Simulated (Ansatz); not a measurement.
The reference is BaS in the zinc blende structure (space group F-43m, No. 216; a = 7.036 Å; a hypothetical phase, not in the database extracts checked).

(Cell as relaxed with PBE.)

Levels (all Ansatz, an electronic-structure program, PAW): PBE (420 eV, without spin-orbit coupling); r2SCAN (500 eV, no spin-orbit coupling).

Each level relaxes its own structure.

```csv
base,PBE,r2SCAN
volume per atom,43.53 Å³,43.58 Å³
lattice parameter a,7.036 Å,7.038 Å
band gap,2.75 eV,3.07 eV
```

Modification: hydrostatic tension (pressure −1 GPa).

```json
[
 {"quantity": "band gap", "PBE": "2.69 eV", "r2SCAN": "…"},
 {"quantity": "volume per atom", "PBE": "45.27 Å³", "r2SCAN": "…"},
 {"quantity": "smallest direct gap", "PBE": "3.30 eV", "r2SCAN": "…"},
 {"quantity": "electron mass", "PBE": "0.39 mₑ (at Γ)", "r2SCAN": "…"},
 {"quantity": "gap character", "PBE": "indirect, W → Γ", "r2SCAN": "…"}
]
```

Task: Predict the r2SCAN column.

Result: 
- band gap, r2SCAN: 3.01 eV
- volume per atom, r2SCAN: 45.23 Å³
- smallest direct gap, r2SCAN: 3.63 eV
- electron mass, r2SCAN: 0.40 mₑ (at Γ)
- gap character, r2SCAN: indirect, W → Γ

PBE's band gap lies 0.32 eV below r2SCAN's; PBE's volume per atom lies 0.04 Å³ above r2SCAN's (0.1 %); PBE's smallest direct gap lies 0.33 eV below r2SCAN's; the two agree on the gap character. Neither level is exact; r2SCAN is the comparison here, not a measurement.

Load acts through the strain it causes; cell and atoms are relaxed under it. Masses are band curvatures over ±0.01 Å⁻¹ around the edge. No phonon test of stability was made.
